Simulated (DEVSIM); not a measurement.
Structure: illuminated Si n-on-p cell, one wavelength, with a back-surface field, at 300 K.

| layer (left to right) | material | thickness (μm) | Nd (cm⁻³) | Na (cm⁻³) | τn (s) | τp (s) | absorption coefficient (cm⁻¹) |
|---|---|---|---|---|---|---|---|
| 1 | Si | 0.100 | 8.8e17 | - | 0.00022 | 4.2e-5 | 2400 |
| 2 | Si | 250 | - | 4.7e16 | 0.00049 | 0.00049 | 2400 |
| 3 | Si | 0.540 | - | 2.5e18 | 0.00049 | 0.00049 | 2400 |

Left contact: ohmic, minority hole recombination velocity 900 cm/s. Right contact: ohmic, minority electron recombination velocity 20000 cm/s. Voltage is applied to the left contact. Recombination: SRH at mid-gap, radiative, Auger. Light enters at the left, 9.4e17 photons cm⁻² s⁻¹, one pass, no reflection. Mobility is μmin + (μ − μmin)/(1 + (N/Nref)^α).

Constants are typed, rounded textbook-type inputs, not results; the design itself was drawn at random and stands for no fabricated device. Values at 300 K.

| parameter | Si |
|---|---|
| gap (eV) | 1.124 |
| affinity (eV) | 4.05 |
| permittivity | 11.7 |
| Nc (cm⁻³) | 2.86e19 |
| Nv (cm⁻³) | 3.1e19 |
| μn (cm²/Vs) | 1417 |
| μp (cm²/Vs) | 470 |
| μn,min | 52 |
| μp,min | 45 |
| Nref,n | 9.7e16 |
| Nref,p | 2.2e17 |
| αn | 0.68 |
| αp | 0.72 |
| B (cm³/s) | 4.7e-15 |
| Cn (cm⁶/s) | 2.8e-31 |
| Cp (cm⁶/s) | 9.9e-32 |

Simulated with DEVSIM: 1D drift-diffusion, Boltzmann statistics, complete ionisation; no tunnelling, impact ionisation, image-force lowering or self-heating.

The photon flux was swept, all else fixed.

| photon flux (cm^-2 s^-1) | largest power (mW/cm²) | fill factor | open-circuit voltage (V) | short-circuit current (mA/cm²) |
|---|---|---|---|---|
| 2.8e16 | 2.33 | 0.83 | 0.627 | 4.47 |
| 9.4e16 | 8.29 | 0.84 | 0.659 | 15.0 |
| 2.8e17 | 25.9 | 0.84 | 0.687 | 44.7 |
| 9.4e17 | 91.4 | 0.85 | 0.718 | 150 |
| 2.8e18 | 284 | 0.85 | 0.747 | 447 |
| 9.4e18 | 994 | 0.85 | 0.778 | 1500 |
| 2.8e19 | 3040 | 0.84 | 0.805 | 4480 |

From the first row to the last the largest power goes from 2.33 to 3040. From the first row to the last the fill factor goes from 0.83 to 0.84.
